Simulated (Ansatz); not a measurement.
A self-consistent single point of BaGa2H2 (P3m1, 5 atoms in the cell) with Ansatz (an electronic-structure program).

Method of the run: LDA (PW92), harder PAW files (source: ansatz) made with PBE (plane waves; Ansatz).

```
CELL_PARAMETERS angstrom
      4.51261     0.00000     0.00000
     -2.25631     3.90804     0.00000
      0.00000     0.00000     4.96539
ATOMIC_POSITIONS crystal
  Ba 0.00000 0.00000 0.01007
  Ga 0.33333 0.66667 0.46883
  Ga 0.66667 0.33333 0.53117
  H  0.33333 0.66667 0.13291
  H  0.66667 0.33333 0.86709
```

Reference input (self-consistent single point, DFT, LDA (PW92), plane waves, default PAW files made with PBE): basis.ecutwfc = 30.9 Ry; kpoints.mp_grid.grid = 8 8 6; hamiltonian.xc = lda; hamiltonian.pseudopotentials = {kind: paw} (the program's default PAW files); scf.occupations.method = fermi_dirac; scf.occupations.width = 0.0073 Ry. This run's input differs from it in these lines:

Ansatz 0.2 input:
```diff
@@ -13,3 +13,3 @@
 basis:
-  ecutwfc: 30.9 Ry
+  ecutwfc: 41.2 Ry
 kpoints:
@@ -18,3 +18,3 @@
   xc: lda
-  pseudopotentials: { kind: paw }
+  pseudopotentials: { kind: paw, source: ansatz }
 scf:
```

Log, with long lists cut:

```
SCF iter   1: F=—  HF=-22465.198404 eV  |F-HF|=—  |Δ(HF+E_count)|=         —  Δρ=1.75e-1  dr2=1.03e1  ethr=3.10e-3  ⟨swp⟩=7.8  Hψ=7402  notcnv=0
all-band conjugate gradients solve this SCF's bands
preconditioner: auto → Kerker (q_TF=auto, 2.517 Å⁻¹)
SCF iter   2: F=—  HF=-22461.967672 eV  |F-HF|=—  |Δ(HF+E_count)|=    3.23e0  Δρ=5.10e-2  dr2=1.04e0  ethr=3.10e-3  ⟨swp⟩=3.0  Hψ=3953  notcnv=0  defer=9
   [... lines left out ...]
SCF iter   8: F=—  HF=-22461.683187 eV  |F-HF|=—  |Δ(HF+E_count)|=   2.97e-5  Δρ=1.38e-4  dr2=1.01e-5  ethr=8.76e-8  ⟨swp⟩=2.0  Hψ=2559  notcnv=0  defer=9
SCF iter   9: F=—  HF=-22461.683185 eV  |F-HF|=—  |Δ(HF+E_count)|=   1.86e-6  Δρ=2.78e-5  dr2=8.57e-7  ethr=1.86e-8  ⟨swp⟩=2.0  Hψ=2531  notcnv=0  defer=9
SCF iter  10: F=—  HF=-22461.683185 eV  |F-HF|=—  |Δ(HF+E_count)|=   1.90e-7  Δρ=1.23e-5  dr2=1.08e-7  ethr=1.59e-9  ⟨swp⟩=2.0  Hψ=2555  notcnv=0  defer=9
SCF iter  11: F=-22461.683185 eV  HF=-22461.683185 eV  |F-HF|=1.08e-9  |Δ(HF+E_count)|=   2.98e-8  Δρ=1.72e-6  dr2=3.20e-9  ethr=1.85e-10  ⟨swp⟩=7.0  Hψ=6904  notcnv=0
SCF 1 converged in 11 iterations: F = -22461.683185 eV  dr2 = 3.20e-9
Free energy (F): -22461.683185 eV
Internal energy: -22461.671683 eV  (E = F + TS)
E sigma→0 (E₀):  -22461.677434 eV
Entropy (-TS):   -0.011501 eV (-2.300 meV/atom)
Fermi energy:    8.997208 eV
--- Forces (eV/Å), atoms counted from 1 ---
  atom   1  Ba     0.00000000     0.00000000    -0.09470671
  atom   2  Ga     0.00000000    -0.00000000     0.18132914
  atom   3  Ga     0.00000000     0.00000000    -0.07390523
  atom   4  H      0.00000000     0.00000000    -0.13676896
  atom   5  H     -0.00000000    -0.00000000     0.12404968
--- Stress (GPa, compression-positive) ---
       -3.644089      -0.000000       0.000000
       -0.000000      -3.644089       0.000000
       -0.000000       0.000000      -3.165020
  P = ⅓ Tr σ = -3.4844 GPa (-34.844 kbar)
  The stress holds the Pulay correction. Without it, at fixed plane waves, as pw.x and ABINIT print it: P = -172.4603 GPa
```

The run converged in 11 iterations. Against the reference run the pressure goes from -3.32 to -3.48 GPa and the largest force goes from 0.199 to 0.181 eV/Å.

The starting cell comes from a database of computed structures (which also holds hypothetical and non-ambient phases and stackings), without a prior relaxation at this level. Its lattice was rescaled by up to half a per cent. One atom was moved a little off its site on purpose. Ansatz's pressure includes its estimate of the finite-basis (Pulay) stress. Without the estimate this run gives -172.46 GPa. The cutoff lies below the one recommended for these files.
